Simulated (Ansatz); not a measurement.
Input and output of a self-consistent single point for B3Ru2 (P6_3/mmc, 10 atoms in the cell) (Ansatz, a first-principles code).

Computed with r2SCAN, default PAW files made with PBE (plane waves; Ansatz).

```yaml
crystal:
  lattice:
    - [2.90510, 0.00000, 0.00000]
    - [-1.45255, 2.51589, 0.00000]
    - [0.00000, 0.00000, 12.81250]
  atoms:
    - { symbol: Ru, position: [0.33333, 0.66667, 0.13985] }
    - { symbol: Ru, position: [0.66667, 0.33333, 0.63985] }
    - { symbol: Ru, position: [0.33333, 0.66667, 0.36015] }
    - { symbol: Ru, position: [0.66667, 0.33333, 0.86015] }
    - { symbol: B, position: [0.33333, 0.66667, 0.97220] }
    - { symbol: B, position: [0.66667, 0.33333, 0.47220] }
    - { symbol: B, position: [0.33333, 0.66667, 0.52780] }
    - { symbol: B, position: [0.66667, 0.33333, 0.02780] }
    - { symbol: B, position: [0.33333, 0.66667, 0.75000] }
    - { symbol: B, position: [0.66667, 0.33333, 0.25000] }
```

Reference input (self-consistent single point, DFT, r2SCAN, plane waves, default PAW files made with PBE): kpoints.mp_grid.grid = 10 10 2; hamiltonian.xc = r2scan; hamiltonian.pseudopotentials = {kind: paw} (the program's default PAW files); scf.occupations.method = gaussian; scf.occupations.width = 0.0037 Ry. This run's input differs from it in these lines:

Ansatz 0.2 input:
```diff
@@ -17,3 +17,3 @@
 kpoints:
-  mp_grid: { grid: [10, 10, 2] }
+  mp_grid: { grid: [7, 7, 2] }
 hamiltonian:
@@ -22,3 +22,3 @@
 scf:
-  occupations: { method: gaussian, width: 0.0037 Ry }
+  occupations: { method: gaussian, width: 0.0022 Ry }
 output:
```

Log, with long lists cut:

```
SCF iter   1: F=—  HF=-24505.397155 eV  |F-HF|=—  |Δ(HF+E_count)|=         —  Δρ=1.21e-2  dr2=9.42e-2  dr2_τ=6.14e-1  ethr=1.77e-3  ⟨swp⟩=6.0  Hψ=2972  notcnv=0  defer=12
all-band conjugate gradients solve this SCF's bands
preconditioner: auto → Resta (q_TF=auto, 2.669 Å⁻¹)
SCF iter   2: F=—  HF=-24505.600505 eV  |F-HF|=—  |Δ(HF+E_count)|=   2.03e-1  Δρ=7.16e-3  dr2=1.70e-2  dr2_τ=2.62e-3  ethr=1.15e-4  ⟨swp⟩=2.0  Hψ=1441  notcnv=0  defer=63
   [... lines left out ...]
SCF iter   5: F=—  HF=-24505.608598 eV  |F-HF|=—  |Δ(HF+E_count)|=   5.96e-5  Δρ=1.10e-4  dr2=1.13e-5  dr2_τ=5.27e-7  ethr=1.06e-7  ⟨swp⟩=2.0  Hψ=1130  notcnv=0  defer=63
SCF iter   6: F=—  HF=-24505.608605 eV  |F-HF|=—  |Δ(HF+E_count)|=   7.27e-6  Δρ=3.26e-5  dr2=9.93e-7  dr2_τ=6.88e-8  ethr=1.37e-8  ⟨swp⟩=2.0  Hψ=1158  notcnv=0  defer=63
SCF iter   7: F=-24505.608606 eV  HF=-24505.608606 eV  |F-HF|=2.69e-8  |Δ(HF+E_count)|=   3.64e-7  Δρ=6.56e-6  dr2=5.34e-8  dr2_τ=2.73e-9  ethr=1.22e-10  ⟨swp⟩=8.8  Hψ=4171  notcnv=0
SCF 1 converged in 7 iterations: F = -24505.608606 eV  dr2 = 5.34e-8
Free energy (F): -24505.608606 eV
Internal energy: -24505.607237 eV  (E = F + TS)
E sigma→0 (E₀):  -24505.607922 eV
Entropy (-TS):   -0.001368 eV (-0.137 meV/atom)
Fermi energy:    18.589494 eV
--- Forces (eV/Å), atoms counted from 1 ---
  atom   1  Ru     0.00000000     0.00000000     0.08332825
  atom   2  Ru    -0.00000000    -0.00000000     0.08332825
  atom   3  Ru     0.00000000     0.00000000    -0.08332825
  atom   4  Ru     0.00000000    -0.00000000    -0.08332825
  atom   5  B      0.00000000    -0.00000000    -0.73855741
  atom   6  B     -0.00000000     0.00000000    -0.73855741
  atom   7  B      0.00000000    -0.00000000     0.73855741
  atom   8  B     -0.00000000     0.00000000     0.73855741
  atom   9  B      0.00000000     0.00000000     0.00000000
  atom  10  B      0.00000000    -0.00000000     0.00000000
--- Stress (GPa, compression-positive) ---
        0.140614      -0.000000       0.000000
        0.000000       0.140614       0.000000
        0.000000       0.000000      -1.153334
  P = ⅓ Tr σ = -0.2907 GPa (-2.907 kbar)
  The stress holds the Pulay correction. Without it, at fixed plane waves, as pw.x and ABINIT print it: P = -0.3669 GPa
```

The run converged in 7 iterations. Against the reference run the free energy rises by 6.4 meV/atom, the pressure goes from -0.50 to -0.29 GPa and the largest force goes from 0.757 to 0.739 eV/Å.

The starting cell comes from a database of published, mostly measured structures (it also holds non-ambient and calculated ones), without a prior relaxation at this level. Spin polarisation is off. Ansatz's pressure includes its estimate of the finite-basis (Pulay) stress.
